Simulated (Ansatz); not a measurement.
Results of HSE06 in Ansatz (plane waves, PAW) for SrHfO₃ (Cmcm, No. 63, 20 atoms in the cell; start mp-4673; a measured phase of this formula has another space group).

Settings: plane-wave cutoff 460 eV, 4×4×4 k mesh, Fermi–Dirac smearing 0.01 eV, scalar-relativistic PAW data made under PBE.

Cell (relaxed with PBEsol):

```
HfSrO3
1.0
    4.04670    -4.09675     0.00000
    4.04670     4.09675     0.00000
    0.00000     0.00000     8.15069
Sr Hf O
4 4 12
Direct
  0.98903   0.01097   0.75000
  0.01097   0.98903   0.25000
  0.49372   0.50628   0.75000
  0.50628   0.49372   0.25000
  0.50000   0.00000   0.00000
  0.50000   0.00000   0.50000
  0.00000   0.50000   0.00000
  0.00000   0.50000   0.50000
  0.95712   0.44851   0.75000
  0.04288   0.55149   0.25000
  0.44851   0.95712   0.25000
  0.55149   0.04288   0.75000
  0.21461   0.78539   0.54548
  0.78539   0.21461   0.45452
  0.78539   0.21461   0.04548
  0.21461   0.78539   0.95452
  0.28839   0.28839   0.00000
  0.71161   0.71161   0.00000
  0.71161   0.71161   0.50000
  0.28839   0.28839   0.50000
```

Q: Give the computed band gap and smallest direct gap on the k points sampled.

A: 
band gap: 5.65 eV
smallest direct gap on the k points sampled: 5.67 eV

Note: cell and atoms aren't relaxed at this level (pressure 1.9 GPa).

Spin–orbit coupling is not included.

Cost on a shared machine: around 30 core-minutes (rough).

A start named mp-… is a Materials Project structure, which need not be a measured phase.

Ansatz is a program for electronic structure.
